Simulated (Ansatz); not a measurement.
Here is the system:

```
CELL_PARAMETERS angstrom
     -0.07869     3.27881     3.27881
      3.27881    -0.07869     3.27881
      3.20012     3.20012     0.00000
ATOMIC_POSITIONS crystal
  Te 0.74523 0.74523 0.75477
  Cd 0.00477 0.00477 0.99523
```

No spin polarisation.

Level of theory: r2SCAN (Ansatz, an electronic-structure program; PAW; 500 eV plane waves; no SOC). Settings: 9×9×9 k-points, 0.05 eV Fermi–Dirac smearing.

Task: Predict the stress (xx, yy, zz, yz, xz, xy; compression positive).

Result: (0.00, 0.00, -0.02, 0.00, 0.00, 0.95) GPa.

Task: Estimate the band gap.

Result: 1.02 eV.

Task: What is the computed valence-band top at Γ (three highest levels, from the VBM)?

Result: 0.00, -0.15, -0.25 eV.

Spin-orbit coupling, missing from the scalar runs, can matter with Te. The cells carry an imposed strain or load. No phonon test of stability was made. The cell was made from CdTe in the zinc blende structure (space group F-43m, No. 216) by this change: tensor shear ε_xy = −2.40 %.
